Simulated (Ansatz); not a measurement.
Candidates (primitive cells; geometry: relaxed with this functional, without spin-orbit coupling):
A. Ir (Fm-3m), a = b = c = 2.708 Å, α = β = γ = 60.00°
B. Ag (Fm-3m), a = b = c = 2.866 Å, α = β = γ = 60.00°
C. Al (Fm-3m), a = 2.836 Å, b = 2.836 Å, c = 2.836 Å, α = 60.00°, β = 60.00°, γ = 60.00°
D. Au (Fm-3m), a = b = c = 2.887 Å, α = β = γ = 60.00°
E. Pt (Fm-3m), a = 2.7699 Å, b = 2.7699 Å, c = 2.7699 Å, α = 60.00°, β = 60.00°, γ = 60.00°

**Question.** Rank these by mean free path at 300 K (lowest first), as PBEsol, DFPT electron-phonon coupling, linearised Boltzmann equation (Ansatz, a first-principles code) gives it.

**Answer.** E (6.2 nm), A (9.0 nm), C (23 nm), D (36 nm), B (52 nm)

Metals; harmonic phonons alone scatter; means over directions. The mean free path is weighted by the current that each state carries. Halving the electron mesh moves these values by up to 6 %; q meshes are mostly untested. Some of the runs warned that the eigensolver left states short of its tolerance. Spin-orbit coupling is left out.

The missing spin-orbit coupling matters most for Au (Fm-3m), Ir (Fm-3m), Pt (Fm-3m).
